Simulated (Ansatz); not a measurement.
# MoP: pressure 45 GPa

The parent structure is MoP (space group P-6m2, No. 187; a = 3.206 Å, c = 3.174 Å).

The change: cell and atoms relaxed at a pressure of 45 GPa.

All numbers come from Ansatz (a first-principles code), PBEsol, PAW, cutoff 420 eV, without spin-orbit coupling. Γ-centred 17×17×15 mesh, Fermi–Dirac width 0.05 eV.

- Volume per atom = 12.26 Å³ (base 14.13 Å³)
- Density = 8.60 g/cm³ (base 7.46 g/cm³)
- Lattice parameter a = 3.026 Å (base 3.206 Å)
- c/a ratio = 1.021 (base 0.990)
- Shortest interatomic distance = 2.333 Å (base 2.438 Å)
- Enthalpy H = E + PV relative to the base's energy = +3.67 eV/atom
- Band gap = zero (base zero)

Cost of the whole job for the changed cell (relaxation, final SCF and bands): very roughly 70 core-seconds.

Load acts through the strain it causes; cell and atoms are relaxed under it. No phonon test of stability was made. Competing high-pressure phases were not computed. All final runs are without spin polarisation. An odd electron count without spin: MoP.
